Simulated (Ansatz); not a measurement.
HfGeO3 (model structure, started from the PbTiO3 type, P4mm, No. 99, 5 atoms in the cell) was calculated with PBEsol (PAW; Ansatz, a program for electronic structure).

Run with plane-wave cutoff 520 eV, 8×8×8 k mesh, Fermi–Dirac smearing 0.01 eV, scalar-relativistic PAW data made under PBE.

Cell (relaxed at this level):

```
CELL_PARAMETERS angstrom
      3.99594     0.00000     0.00000
      0.00000     3.99594     0.00000
      0.00000     0.00000     4.24590
ATOMIC_POSITIONS crystal
  Hf 0.50000 0.50000 0.56912
  Ge 0.00000 0.00000 0.18998
  O  0.00000 0.50000 0.45526
  O  0.50000 0.00000 0.45526
  O  0.50000 0.50000 0.02058
```

Problem. Estimate the band gap, smallest direct gap on the k points sampled and direct gap at Γ that the calculation returns.

Solution. 
- band gap: 1.39 eV
- smallest direct gap on the k points sampled: 2.37 eV
- direct gap at Γ: 3.58 eV

Note: the relaxation could raise the start's symmetry but not lower it, so the cell can be a saddle point.

Spin–orbit coupling is not included.

Static lattice: no zero-point or thermal effects.

Cost on a shared machine: about 40 core-seconds (a rough figure).

A model structure was made by putting elements into a prototype or built by hand; it is no filed structure, need not be a known phase, and can be a saddle point held by its symmetry.
